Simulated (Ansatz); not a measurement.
Amorphous In9Ga9Zn9O39Lu2, 68 atoms at 6.16 g/cm³, one PBE-relaxed geometry, zone centre. Methods: PBE, scalar-relativistic without spin-orbit coupling (Ansatz, an electronic-structure program); r2SCAN, scalar-relativistic without spin-orbit coupling (Ansatz); HSE06, scalar-relativistic without spin-orbit coupling (Ansatz). Plane waves to 420 eV (r2SCAN 500 eV); exact exchange is cut at the cell's faces. At PBE the levels at the filled edge of the gap are localised (band-tail or defect states). All rungs ran without spin polarisation.

Preparation: random packing, a CHGNet melt and quench, and a DFT relaxation. O atoms were pushed apart under 1.9 Å during the dynamics, to hinder bonds among them. The hot cell started wider than the set density and was brought back towards it in steps. It is the lowest in DFT energy of 2 quenches. It is a model cell: composition and starting density were chosen by hand, and all elements were melted together. No dispersion term was used. Its density started from a set value of 6.19 and ended at 6.16 g/cm³. The quench (nominally 320 K/ps over its main leg) was far faster than any real one, so the model tends to hold more defects than a real film. Values belong to this one cell and scatter from quench to quench. Volume and shape were free in the relaxation.

The relaxation ran on the zone centre alone. At PBE the level gap is 0.93 eV on a 2×2×2 Γ-centred mesh, and the spacing at the zone centre alone 0.93 eV.

Question: What zone-centre spacing does r2SCAN give, roughly?

Answer: 1.38 eV (+0.45 eV against PBE).

Question: What zone-centre spacing does HSE06 give, roughly?

Answer: 2.50 eV (+1.57 eV against PBE).

The highest filled and the lowest empty state spread over these numbers of atoms (participation numbers): PBE: 10.8 and 60.4; r2SCAN: 11.8 and 58.8; HSE06: 12.8 and 58.1.
